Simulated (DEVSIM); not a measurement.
Device: abrupt Si n-p junction, at 300 K.

Layer 1 from the left is Si, thickness (μm) 46.0, Nd (cm⁻³) 2.7e16, τn (s) 9.3e-5, τp (s) 9.3e-5. Layer 2 from the left is Si, thickness (μm) 1.50, Na (cm⁻³) 7.9e16, τn (s) 9.3e-5, τp (s) 9.3e-5.

Left contact: ohmic. Right contact: ohmic. Voltage is applied to the left contact. Recombination: SRH at mid-gap, radiative, Auger. Mobility is constant in doping.

Constants are typed, rounded textbook-type inputs, not results; the design itself was drawn at random and stands for no fabricated device. Values at 300 K.

Si: gap (eV) 1.124, affinity (eV) 4.05, permittivity 11.7, Nc (cm⁻³) 2.86e19, Nv (cm⁻³) 3.1e19, μn (cm²/Vs) 1417, μp (cm²/Vs) 470, B (cm³/s) 4.7e-15, Cn (cm⁶/s) 2.8e-31, Cp (cm⁶/s) 9.9e-32.

Question: Estimate by hand the built-in potential, the peak field at zero bias, the capacitance at 3 V, and compare with a numerical solution.

Answer: 
- Built-in potential: ni = √(Nc Nv) exp(−Eg/2kT) = 1.08e10 cm⁻³ with Eg = 1.124 eV; Vbi = kT/q ln(Na Nd/ni²) = 0.790 V; numerical 0.790 V.
- Peak field at zero bias: depletion approximation: W = √(2εVbi/(qN)) = 0.225 μm with N = 2.01e16 cm⁻³; field = 2Vbi/W = 70100 V/cm; numerical 67800 V/cm (estimate above by 3.4 %).
- Capacitance at 3 V: C = √(qεN / 2(Vbi + |V|)) = 21.0 nF/cm²; numerical 21.1 nF/cm² (estimate below by 0.70 %).

Model (solved in DEVSIM): 1D drift-diffusion, Boltzmann statistics, complete ionisation; no tunnelling, impact ionisation, image-force lowering or self-heating.
